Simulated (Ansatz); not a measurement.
# InSe, pressure series

The reference is InSe in the beta-GaS type structure (space group P6_3/mmc, No. 194; a = 3.953 Å, c = 16.309 Å; layered, stacked along the Cartesian z axis).

Cell and atoms are relaxed at each pressure.

Calculations: Ansatz (a first-principles code) PBEsol-D3(BJ), no spin-orbit coupling.

Notes on the quantities. band gap: an upper bound: an edge found on the path is not a true extremum; the base alone; enthalpy: H = E + PV relative to the base's energy.

```csv
case,lattice parameter a,band gap,enthalpy
base,3.953 Å,0.43 eV,–
pressure −1 GPa,3.987 Å,0.37 eV,-0.18 eV/atom
pressure 0.3 GPa,3.943 Å,0.46 eV,+0.05 eV/atom
pressure 0.7 GPa,3.931 Å,0.49 eV,+0.12 eV/atom
pressure 7.5 GPa,3.758 Å,0.56 eV,+1.19 eV/atom
pressure 10 GPa,?,0.38 eV,+1.56 eV/atom
```

**Question.** What belongs in the blanks?

**Answer.** 
- pressure 10 GPa, lattice parameter a: 3.707 Å

Load acts through the strain it causes; cell and atoms are relaxed under it. Whether these cells are dynamically stable was not tested. Competing high-pressure phases were not computed.
